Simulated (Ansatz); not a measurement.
La2Ti2O7 (model structure, started from the pyrochlore type, Fd-3m, No. 227, 22 atoms in the cell), treated with LDA (plane waves, PAW; Ansatz, a program for electronic structure).

Run with plane-wave cutoff 520 eV, 6×6×6 k mesh, Fermi–Dirac smearing 0.01 eV, no spin polarisation, scalar-relativistic PAW data made under PBE.

Cell (relaxed with PBEsol):

```cif
data_La4O14Ti4
_chemical_formula_sum 'La4 Ti4 O14'
_space_group_name_H-M_alt 'P 1'
_space_group_IT_number 1
_cell_length_a 7.32953
_cell_length_b 7.32953
_cell_length_c 7.32953
_cell_angle_alpha 60.000
_cell_angle_beta 60.000
_cell_angle_gamma 60.000
loop_
_space_group_symop_operation_xyz
  'x, y, z'
loop_
_atom_site_label
_atom_site_type_symbol
_atom_site_fract_x
_atom_site_fract_y
_atom_site_fract_z
_atom_site_occupancy
La1 La 0.12500 0.12500 0.12500 1
La2 La 0.12500 0.12500 0.62500 1
La3 La 0.12500 0.62500 0.12500 1
La4 La 0.62500 0.12500 0.12500 1
Ti1 Ti 0.62500 0.62500 0.62500 1
Ti2 Ti 0.62500 0.62500 0.12500 1
Ti3 Ti 0.62500 0.12500 0.62500 1
Ti4 Ti 0.12500 0.62500 0.62500 1
O1 O 0.55207 0.94793 0.94793 1
O2 O 0.94793 0.55207 0.55207 1
O3 O 0.94793 0.55207 0.94793 1
O4 O 0.55207 0.94793 0.55207 1
O5 O 0.94793 0.94793 0.55207 1
O6 O 0.55207 0.55207 0.94793 1
O7 O 0.69793 0.30207 0.69793 1
O8 O 0.30207 0.69793 0.30207 1
O9 O 0.30207 0.69793 0.69793 1
O10 O 0.69793 0.30207 0.30207 1
O11 O 0.30207 0.30207 0.69793 1
O12 O 0.69793 0.69793 0.30207 1
O13 O 0.00000 0.00000 0.00000 1
O14 O 0.25000 0.25000 0.25000 1
```

Question: Predict the band gap.

Answer: 
- band gap: 2.85 eV

Note: the relaxation could raise the start's symmetry but not lower it, so the cell can be a saddle point; cell and atoms aren't relaxed at this level (largest force component 0.06 eV/Å, pressure -4.8 GPa).

Spin–orbit coupling is not included.

The computed numbers hold no vibrational or temperature effects.

Cost on a shared machine: about 90 core-seconds (a rough figure).

A model structure was made by putting elements into a prototype or built by hand; it is no filed structure, need not be a known phase, and can be a saddle point held by its symmetry.
